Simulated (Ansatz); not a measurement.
BN under a change: pressure 0.7 GPa

Base system: BN in the zinc blende structure (space group F-43m, No. 216; a = 3.6241 Å).

One thing is altered: cell and atoms relaxed at a pressure of 0.7 GPa.

Computed with Ansatz (a program for electronic structure), PBE, PAW, cutoff 420 eV, no spin-orbit coupling, earlier PAW set. k-mesh 16×16×16 (Γ-centred); smearing 0.05 eV (Fermi–Dirac).

| quantity | base | changed | shift |
|---|---|---|---|
| volume per atom | 5.95 Å³ | 5.94 Å³ | -0.01 Å³ |
| density | 3.46 g/cm³ | 3.47 g/cm³ | +0.01 g/cm³ |
| shortest interatomic distance | 1.569 Å | 1.568 Å | -0.001 Å |
| enthalpy H = E + PV relative to the base's energy | – | +0.03 eV/atom | – |
| band gap | 4.46 eV | 4.46 eV | 0.00 eV |
| gap character | indirect, Γ → X | indirect, Γ → X | – |
| width of the top valence band | 6.45 eV | 6.46 eV | +0.01 eV |
| electron mass | 0.91 mₑ along k, 0.30 mₑ across (at X) | 0.91 mₑ along k, 0.30 mₑ across (at X) | – |
| hole mass (degenerate bands, along [100]) | 0.50, 0.53, 0.53 mₑ (at Γ) | 0.50, 0.53, 0.53 mₑ (at Γ) | – |

Cost of the whole job for the changed cell (relaxation, final SCF and bands): roughly 7 core-seconds.

Load acts through the strain it causes; cell and atoms are relaxed under it. Effective masses come from finite differences of ±0.01 Å⁻¹. Along k means along the line from Γ to the band edge. Whether these cells are dynamically stable was not tested.
